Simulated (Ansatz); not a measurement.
InP (F-43m), Ansatz (a first-principles code) with r2SCAN with spin-orbit coupling, rigid bands: band gap 1.09 eV, N_c = 6.43e17 cm⁻³ and N_v = 2.36e19 cm⁻³ at 300 K, conductivity masses of 0.0895 mₑ (electrons) and 0.558 mₑ (holes). Take k_BT = 0.02585 eV.

### Question
What built-in voltage has an abrupt junction with N_A = 1e17 and N_D = 1e17 cm⁻³, all dopants ionised?

### Answer
V_bi = E_g/e − (k_BT/e) ln(N_c N_v/(N_A N_D)) = 1.09 − 0.02585 × 7.32 = 0.90 V. It follows the computed gap one for one.

### Question
What thermal injection velocity √(2k_BT/πm) limits a ballistic channel?

### Answer
1.80e7 cm/s for electrons and 7.20e6 cm/s for holes, a ratio of √(m_h/m_e) = 2.50, for dilute carriers.

### Question
A film of it is 8 nm thick. Estimate the confinement energies in an infinite well.

### Answer
ħ²π²/(2m t²) = 0.376 eV·nm²/(m/mₑ × t²) gives 65.6 meV for electrons and 10.5 meV for holes, so the gap would widen to about 1.17 eV. Finite barriers and nonparabolic bands lower this, and with several valleys or bands the heaviest mass along the normal sets the lowest level, not this average.

Rigid, parabolic bands with the computed gap; masses take one relaxation time for all states. Geometry: cell and atoms relaxed with PBEsol.
